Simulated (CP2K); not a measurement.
CP2K run on LaAl₃Au (I4mm, 5 atoms in the cell): self-consistent single point.

Computed with CP2K with LDA (Pade form), GPW, DZVP-MOLOPT-SR-GTH basis, GTH-PADE potentials (GTH_POTENTIALS).

```
LaAl3Au
1.0
    6.27214     0.00000     0.00000
    3.23729     5.37212     0.00000
   -4.75471    -2.68606     3.08504
La Al Au
1 3 1
Direct
  0.98908   0.98908   0.00000
  0.39835   0.39835   0.00000
  0.25027   0.75027   0.50000
  0.75027   0.25027   0.50000
  0.62802   0.62802   0.00000
```

Reference input (self-consistent single point, DFT PBEsol, GPW, DZVP-MOLOPT-SR-GTH basis, GTH-PBE potentials (GTH_POTENTIALS)): CUTOFF = 500 Ry; REL_CUTOFF = 40 Ry; SMEAR/METHOD = FERMI_DIRAC; ELECTRONIC_TEMPERATURE = 1160.45 K; KPOINTS/SCHEME = MONKHORST-PACK 7 7 7; XC_FUNCTIONAL = PBE:PBESOL; La/BASIS_SET = DZVP-MOLOPT-SR-GTH; La/POTENTIAL = GTH-PBE-q11; Al/BASIS_SET = DZVP-MOLOPT-SR-GTH; Al/POTENTIAL = GTH-PBE-q3; Au/BASIS_SET = DZVP-MOLOPT-SR-GTH; Au/POTENTIAL = GTH-PBE-q11. This run's input differs from it in these lines:

```diff
@@ -44,6 +44,3 @@
     &XC
-      &XC_FUNCTIONAL
-        &PBE
-          PARAMETRIZATION PBESOL
-        &END PBE
+      &XC_FUNCTIONAL PADE
       &END XC_FUNCTIONAL
@@ -81,3 +78,3 @@
       BASIS_SET DZVP-MOLOPT-SR-GTH
-      POTENTIAL GTH-PBE-q11
+      POTENTIAL GTH-PADE-q11
     &END KIND
@@ -85,3 +82,3 @@
       BASIS_SET DZVP-MOLOPT-SR-GTH
-      POTENTIAL GTH-PBE-q3
+      POTENTIAL GTH-PADE-q3
     &END KIND
@@ -89,3 +86,3 @@
       BASIS_SET DZVP-MOLOPT-SR-GTH
-      POTENTIAL GTH-PBE-q11
+      POTENTIAL GTH-PADE-q11
     &END KIND
```

Output, abridged:

```
 SCF WAVEFUNCTION OPTIMIZATION

  Step     Update method      Time    Convergence         Total energy    Change
     1 NoMix/Diag. 0.30E+00      -     1.24694477       -71.9468363586 -7.19E+01
     2 Broy./Diag. 0.30E+00      -     0.16674865       -73.9624136224 -2.02E+00
     3 Broy./Diag. 0.30E+00      -     0.10818263       -72.3959363929  1.57E+00
     4 Broy./Diag. 0.30E+00      -     0.05781358       -71.5330820243  8.63E-01
     5 Broy./Diag. 0.30E+00      -     0.02162852       -71.3397545212  1.93E-01
     6 Broy./Diag. 0.30E+00      -     0.00805003       -71.4567640925 -1.17E-01
   [... 4 lines left out ...]
    11 Broy./Diag. 0.30E+00      -     0.00004429       -71.4564579304 -4.09E-05
    12 Broy./Diag. 0.30E+00      -     0.00000404       -71.4562693838  1.89E-04
    13 Broy./Diag. 0.30E+00      -     0.00000441       -71.4562947081 -2.53E-05
    14 Broy./Diag. 0.30E+00      -     0.00000063       -71.4563155707 -2.09E-05
  *** SCF run converged in    14 steps ***

  Overlap energy of the core charge distribution:               0.00000000317181
  Self energy of the core charge distribution:               -138.57990429787628
  Core Hamiltonian energy:                                     33.88546178860568
  Hartree energy:                                              45.14430283232243
  Exchange-correlation energy:                                -11.90448054823610
  Electronic entropic energy:                                  -0.00169534927968
  Fermi energy:                                                 0.29170307344720

  Total energy:                                               -71.45631557065649
  Total energy (extrapolated to T->0):                        -71.45546789601664

   [... lines left out ...]

 STRESS| Analytical stress tensor [bar]
 STRESS|                        x                   y                   z
 STRESS|      x       -3.47221664942E+04  -2.87389603386E+03  -7.00229265930E-01
 STRESS|      y       -2.87389603386E+03  -3.12587555789E+04  -4.00030535103E-01
 STRESS|      z       -7.00229265930E-01  -4.00030535103E-01  -2.96352387303E+04
 STRESS| 1/3 Trace                                            -3.18720536011E+04
```

The run converged in 14 iterations. Against the reference run the pressure goes from 0.33 to -3.19 GPa and the largest force goes from 0.099 to 0.012 eV/Å.

The starting cell comes from a database of computed structures (which also holds hypothetical and non-ambient phases and stackings), without a prior relaxation at this level. Values carry the incompleteness of an atom-centred basis. With a pressure of about -3 GPa the cell is away from its equilibrium volume at this level.

Cost on one core of a shared machine: roughly 80 s.
